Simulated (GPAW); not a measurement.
# How far to go with the plane-wave cutoff: SnSe (I4mm, 2 atoms in the cell)

```yaml
crystal:
  lattice:
    - [0.00000, 3.00140, 3.00140]
    - [3.00140, 0.00000, 3.00140]
    - [3.00140, 3.00140, 0.00000]
  atoms:
    - { symbol: Sn, position: [0.00833, 0.00833, 0.99167] }
    - { symbol: Se, position: [0.50000, 0.50000, 0.50000] }
```

Computed with LDA (Perdew-Wang 92), GPAW PAW datasets LDA (gpaw-data 1.0.1) (plane waves; GPAW).

Base settings: mode = pw; ecut = 600 eV; xc = LDA; kpts = 3 3 3; mesh shift (steps) = 0 0 0; occupations.name = fermi-dirac; occupations.width = 0.136 eV; nbands = -6; convergence.density = 1e-05 e/electron; convergence.bands = -4.

The second cell is the first with its lattice scaled by 0.98.

The mesh stays at the base's, so the ladder's end is converged at best in this setting alone.

Only quantities that move along the ladder and can be compared are tabulated; the gap is left out on so coarse a mesh.

The count of work is k-points × plane waves × bands × iterations; it is no time. 

The starting cell comes from a database of computed structures (which also holds hypothetical and non-ambient phases and stackings), without a prior relaxation at this level. Its lattice was rescaled by up to half a per cent. One atom was moved a little off its site on purpose. In the base run, with a pressure of about -5 GPa the cell is away from its equilibrium volume at this level.

| ecut | free energy less the last step's (meV/atom) | energy of the compressed cell less the first (meV/atom) | pressure (GPa) | count of work / last |
|---|---|---|---|---|
| 210 eV | 485.24 | -26.48 | -7.74 | 0.041 |
| 240 eV | 439.65 | -34.44 | -5.49 | 0.073 |
| 270 eV | 395.04 | -32.83 | -6.89 | 0.079 |
| 300 eV | 315.16 | -39.21 | -8.12 | 0.075 |
| 330 eV | 224.15 | -35.95 | -8.38 | 0.096 |
| 360 eV | 143.22 | -31.60 | -7.85 | 0.13 |
| 420 eV | 46.90 | -31.29 | -6.26 | 0.15 |
| 480 eV | 12.15 | -32.22 | -5.21 | 0.19 |
| 540 eV | 2.53 | -32.02 | -4.76 | 0.23 |
| 600 eV | 0.96 | -32.03 | -4.64 | 0.27 |
| 660 eV | 0.83 | -32.04 | -4.63 | 0.31 |
| 720 eV | 0.70 | -32.04 | -4.64 | 0.31 |
| 810 eV | 0.40 | -32.06 | -4.64 | 0.40 |
| 900 eV | 0.16 | -32.06 | -4.63 | 0.54 |
| 1050 eV | 0.02 | -32.06 | -4.63 | 0.72 |
| 1200 eV | 0.00 | -32.06 | -4.63 | 0.86 |
| 1440 eV | 0.00 | -32.06 | -4.63 | 1.0 |

Coarsest ecut that holds the free energy within 2 meV/atom of the last step, with all finer ones: 600 eV, at 0.27 of the last step's count of work; the step before is off by 2.5 meV/atom.

Coarsest ecut that holds the pressure within 1 GPa of the last step, with all finer ones: 480 eV, at 0.19 of the last step's count of work; the step before is off by 1.6 GPa.

Coarsest ecut that holds the energy of the compressed cell less the first within 0.2 meV/atom of the last step, with all finer ones: 480 eV, at 0.19 of the last step's count of work; the step before is off by 0.77 meV/atom.

The energy difference between the two cells stays within 1 meV/atom of the last step's from 360 eV on, the total only from 600 eV on: much of the error is common to both cells and cancels.

At the lowest cutoff the pressure lies 3.1 GPa under the last step's, the usual sign of Pulay stress in an incomplete plane-wave basis.
